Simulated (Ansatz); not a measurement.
CdSe in the zinc blende structure (space group F-43m, No. 216)

```xyz
2
Lattice="0.0000 3.0410 3.0410 3.0410 0.0000 3.0410 3.0410 3.0410 0.0000" Properties=species:S:1:pos:R:3 pbc="T T T"
Se     4.5615     4.5615     4.5615
Cd     0.0000     0.0000     0.0000
```

Calculations: Kohn–Sham DFT with the PBEsol functional, run in Ansatz (a quantum-chemistry and plane-wave program) with PAW and 420 eV plane waves, spin-orbit coupling left out, earlier PAW set. Γ-centred 9×9×9 mesh, Fermi–Dirac width 0.05 eV.

The volume per atom comes out as 28.12 Å³ and the density is 5.65 g/cm³. The band gap comes out as 0.48 eV, direct at Γ. The electron mass comes out as 0.049 mₑ. The hole mass (degenerate bands, along [100]) is 0.050, 0.66, 0.66 mₑ and the lowest conduction-band minima above the VBM is Γ 0.48 eV. The total energy is -6804.743 eV/atom (σ→0; compares only within this code and set-up).

Effective masses come from finite differences of ±0.01 Å⁻¹. Stability against distortions was not tested.
